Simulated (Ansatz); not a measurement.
Effect of holes 5.0×10^21 cm⁻³ on SiO2

The reference is SiO2 in the rutile structure (space group P4_2/mnm, No. 136; a = 4.236 Å, c = 2.690 Å).

The change: 0.241 holes added to each cell, a density of 5.0×10^21 cm⁻³, with a uniform compensating background at fixed cell and a 300 K Fermi–Dirac width.

Computed with Ansatz (a program for electronic structure) PBE, no SOC, earlier PAW set. k-mesh 11×11×17 (Γ-centred); smearing 0.0259 eV (Fermi–Dirac).

```json
[
 {"quantity": "gap between the host's bands", "base": "5.05 eV", "changed": "5.15 eV", "shift": "+0.10 eV"},
 {"quantity": "gap character", "base": "direct at Γ", "changed": "direct at Γ", "shift": "–"},
 {"quantity": "Fermi level relative to the doped band's edge (positive inside the band; to 0.05 eV)", "base": "–", "changed": "+0.60 eV", "shift": "–"}
]
```

Final structure:

```
CELL_PARAMETERS angstrom
      4.23588     0.00000     0.00000
      0.00000     4.23588     0.00000
      0.00000     0.00000     2.68991
ATOMIC_POSITIONS crystal
  Si 0.50000 0.50000 0.50000
  Si 0.00000 0.00000 0.00000
  O  0.80628 0.80628 0.50000
  O  0.30628 0.69372 0.00000
  O  0.69372 0.30628 0.00000
  O  0.19372 0.19372 0.50000
```
Cell charge +0.241321.

Cost of the whole job for the changed cell (relaxation, final SCF and bands): around 50 core-seconds (rough).

Charged cell with a jellium background: band edges are those of the host's band count, energies are not comparable with the neutral cell, and many-body gap narrowing is missing. Stability against distortions was not tested.
